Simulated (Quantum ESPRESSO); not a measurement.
# Short convergence ladders for AlRh (P4mm, 2 atoms in the cell)

```
AlRh
1.0
    2.99221     0.00000     0.00000
    0.00000     2.99221     0.00000
    0.00000     0.00000     2.99221
Al Rh
1 1
Direct
  0.00000   0.00000   0.01671
  0.50000   0.50000   0.50000
```

Base method: LDA (PZ), PSlibrary ultrasoft (LDA, semicore) pseudopotentials (plane waves; Quantum ESPRESSO).

Base settings: ecutwfc = 60 Ry; ecutrho = 420 Ry; occupations = smearing; smearing = gaussian; degauss = 0.0073499 Ry; potentials = {Al: Al.pz-n-rrkjus_psl.1.0.0.UPF, Rh: Rh.pz-spn-rrkjus_psl.1.0.0.UPF}; K_POINTS = automatic 7 7 7 0 0 0; conv_thr = 1e-09 Ry.

The count of work is k-points × plane waves × bands × iterations; it is no time. Core times come from one kind of shared machine, to one figure; runs under 30 s give none.

**The k-point mesh**

Only quantities that move along the ladder and can be compared are tabulated.

| K_POINTS | free energy less the last step's (meV/atom) | pressure (GPa) | largest difference of a force vector from the last step's (eV/Å) | count of work / last |
|---|---|---|---|---|
| automatic 2 2 2 0 0 0 | 560.44 | 2.26 | 0.116 | 0.017 |
| automatic 3 3 3 0 0 0 | -138.79 | -11.56 | 0.029 | 0.016 |
| automatic 4 4 4 0 0 0 | 75.70 | -6.72 | 0.001 | 0.050 |
| automatic 6 6 6 0 0 0 | 1.21 | -9.04 | 0.004 | 0.099 |
| automatic 7 7 7 0 0 0 | 0.97 | -9.36 | 0.003 | 0.097 |
| automatic 9 9 9 0 0 0 | -2.01 | -9.32 | 0.001 | 0.21 |
| automatic 14 14 14 0 0 0 | -0.13 | -9.26 | 0.000 | 0.71 |
| automatic 16 16 16 0 0 0 | 0.00 | -9.18 | 0.000 | 1.0 |

Coarsest K_POINTS that holds the forces within 0.005 eV/Å of the last step, with all finer ones: automatic 4 4 4 0 0 0, at 0.050 of the last step's count of work; the step before is off by 0.029 eV/Å.

Coarsest K_POINTS that holds the pressure within 0.5 GPa of the last step, with all finer ones: automatic 6 6 6 0 0 0, at 0.099 of the last step's count of work; the step before is off by 2.5 GPa.

Coarsest K_POINTS that holds the free energy within 0.5 meV/atom of the last step, with all finer ones: automatic 14 14 14 0 0 0; the step before is off by 2.0 meV/atom.

**The k-point mesh at a smearing width of 0.3 eV**

In this ladder: degauss = 0.02205 Ry.

Only quantities that move along the ladder and can be compared are tabulated.

```tsv
K_POINTS	free energy less the last step's (meV/atom)	pressure (GPa)	count of work / last
automatic 4 4 4 0 0 0	69.64	-6.76	0.025
automatic 5 5 5 0 0 0	-14.22	-9.32	0.025
automatic 6 6 6 0 0 0	0.85	-8.92	0.056
automatic 8 8 8 0 0 0	1.47	-8.87	0.10
automatic 18 18 18 0 0 0	0.03	-9.04	0.77
automatic 21 21 21 0 0 0	0.00	-9.04	1.0
```

Coarsest K_POINTS that holds the free energy within 2 meV/atom of the last step, with all finer ones: automatic 6 6 6 0 0 0, at 0.056 of the last step's count of work; the step before is off by 14 meV/atom.

Coarsest K_POINTS that holds the pressure within 0.2 GPa of the last step, with all finer ones: automatic 6 6 6 0 0 0, at 0.056 of the last step's count of work; the step before is off by 0.28 GPa.

**The mesh under tetrahedron occupations**

In this ladder: occupations = tetrahedra_opt; smearing = default; degauss = default.

Only quantities that move along the ladder and can be compared are tabulated.

| K_POINTS | free energy less the last step's (meV/atom) | pressure (GPa) | count of work / last | core time / last (rough) |
|---|---|---|---|---|
| automatic 5 5 5 0 0 0 | -8.79 | -9.70 | 0.025 | – |
| automatic 6 6 6 0 0 0 | 33.93 | -8.89 | 0.056 | – |
| automatic 7 7 7 0 0 0 | 1.55 | -9.29 | 0.055 | – |
| automatic 11 11 11 0 0 0 | 1.13 | -9.22 | 0.17 | 0.3 |
| automatic 17 17 17 0 0 0 | 0.32 | -9.21 | 0.56 | 1.0 |
| automatic 21 21 21 0 0 0 | 0.00 | -9.21 | 1.0 | 1 |

Coarsest K_POINTS that holds the pressure within 0.1 GPa of the last step, with all finer ones: automatic 7 7 7 0 0 0, at 0.055 of the last step's count of work; the step before is off by 0.32 GPa.

Coarsest K_POINTS that holds the free energy within 1 meV/atom of the last step, with all finer ones: automatic 17 17 17 0 0 0; the step before is off by 1.1 meV/atom.

On the base run: the starting cell comes from a database of computed structures (which also holds hypothetical and non-ambient phases and stackings), without a prior relaxation at this level. Its lattice was rescaled by up to half a per cent. One atom was moved a little off its site on purpose. Spin polarisation is off. In the base run, with a pressure of about -9 GPa the cell is away from its equilibrium volume at this level.
